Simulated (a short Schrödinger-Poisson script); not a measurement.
Structure: MOS inversion layer, SiO2 on p-type Si(100), at 400 K.

From the gate side: 3.9 nm SiO2; 200 nm Si, acceptors 4.5e18 cm⁻³.

The device is made up for the run: typed textbook-type constants, with dimensions and the other settings drawn at random. SiO2: permittivity 3.9, conduction-band edge (eV) 3.15, gap (eV) 9, electron mass (mₑ) 0.5. Si: permittivity 11.7, conduction-band edge (eV) 0, gap (eV) 1.124, Nv at 300 K (cm⁻³) 3.1e19.

Channel valleys (confinement mass, in-plane density-of-states mass, number): Δ2 0.916, 0.19, 2; Δ4 0.19, 0.417, 4. At the gate the conduction-band edge of layer 1 lies 3.67 eV − eVg above the Fermi level of the channel; the field vanishes at the back. Gaps are held at their typed values at every temperature. Mesh 0.03 nm at interfaces.

From a short Schrödinger-Poisson script (our own, NumPy): 1D Poisson equation in equilibrium, electrons quantum, Hartree (BenDaniel-Duke, 12 states a valley, the channel's in-plane mass for all, wave functions ending at the dielectric), parabolic valleys, classical holes, full ionisation, no traps, pinning or gate leakage.

| Vg (V) | electrons (cm⁻²) | C (μF/cm²) | Δ2 E0 (meV from the Fermi level) | Δ4 E0 (meV from the Fermi level) |
|---|---|---|---|---|
| 1.8 | 4.59e9 | 0.374 | 249.0 | 370.7 |
| 1.95 | 4.39e10 | 0.414 | 170.6 | 296.5 |
| 2.1 | 2.55e11 | 0.559 | 109.0 | 238.5 |
| 2.25 | 7.05e11 | 0.672 | 72.4 | 205.0 |
| 2.4 | 1.29e12 | 0.725 | 49.9 | 185.1 |
| 2.55 | 1.93e12 | 0.751 | 33.9 | 171.6 |
| 2.7 | 2.61e12 | 0.767 | 21.5 | 161.6 |
| 2.85 | 3.30e12 | 0.777 | 11.2 | 153.5 |
| 3 | 4.02e12 | 0.785 | 2.2 | 146.8 |
| 3.15 | 4.73e12 | 0.790 | -5.7 | 141.1 |
| 3.3 | 5.46e12 | 0.794 | -13.0 | 136.0 |
| 3.45 | 6.19e12 | 0.797 | -19.7 | 131.4 |
| 3.6 | 6.93e12 | 0.800 | -25.9 | 127.2 |
| 3.75 | 7.67e12 | 0.802 | -31.9 | 123.3 |
| 3.9 | 8.41e12 | 0.804 | -37.5 | 119.7 |
| 4.05 | 9.16e12 | 0.806 | -42.9 | 116.3 |

Gate voltages with under 1e9 electrons/cm² are left out.

**Question.** At Vg = 4.05 V the lowest Δ2 subband lies at -42.9 meV from the Fermi level. How many electrons does it hold, and what share of all?

**Answer.** The two-dimensional density of states is g m/(πħ²) = 1.59e11 cm⁻² meV⁻¹ (both spins), kT = 34.5 meV, so n = D kT ln(1 + exp(−E/kT)) = 8.20e12 cm⁻², 0.90 of the 9.16e12 cm⁻² in all.

**Question.** Compare the slope of the sheet density between 3.75 and 4.05 V with the geometric capacitance of the layers between gate and channel.

**Answer.** q Δn/ΔV = 0.796 μF/cm²; ε0/Σ(t/ε) = 0.885 μF/cm². The ratio is 0.90: the channel acts as a further capacitance in series.
